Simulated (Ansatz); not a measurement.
# Pressure series in Pt

Start from Pt in the fcc (Cu type) structure (space group Fm-3m, No. 225).

```
Pt
1.0
    0.00000     1.97013     1.97013
    1.97013     0.00000     1.97013
    1.97013     1.97013     0.00000
Pt
1
Cartesian
  0.00000   0.00000   0.00000
```

Cell and atoms are relaxed at each pressure.

Method: Ansatz (a first-principles code) r2SCAN, spin-orbit coupling left out.

Notes on the quantities. enthalpy: H = E + PV relative to the base's energy.

| variant | enthalpy | density | shortest interatomic distance |
|---|---|---|---|
| base | – | 21.18 g/cm³ | 2.786 Å |
| pressure −2 GPa | -0.19 eV/atom | 21.02 g/cm³ | 2.793 Å |
| pressure −1 GPa | -0.10 eV/atom | 21.10 g/cm³ | 2.790 Å |
| pressure 3 GPa | +0.28 eV/atom | ___ | ___ |
| pressure 7 GPa | +0.66 eV/atom | 21.70 g/cm³ | 2.764 Å |
| pressure 15 GPa | +1.40 eV/atom | 22.23 g/cm³ | 2.742 Å |
| pressure 30 GPa | +2.73 eV/atom | 23.11 g/cm³ | 2.706 Å |
| pressure 50 GPa | +4.44 eV/atom | 24.12 g/cm³ | 2.668 Å |
| pressure 75 GPa | +6.49 eV/atom | 25.20 g/cm³ | 2.630 Å |
| pressure 100 GPa | +8.46 eV/atom | 26.14 g/cm³ | 2.598 Å |

Question: Fill in the withheld entries from the trend.

Answer: 
- pressure 3 GPa, density: 21.41 g/cm³
- pressure 3 GPa, shortest interatomic distance: 2.776 Å

Load acts through the strain it causes; cell and atoms are relaxed under it. No phonon test of stability was made. Competing high-pressure phases were not computed. The final runs are not spin-polarised.
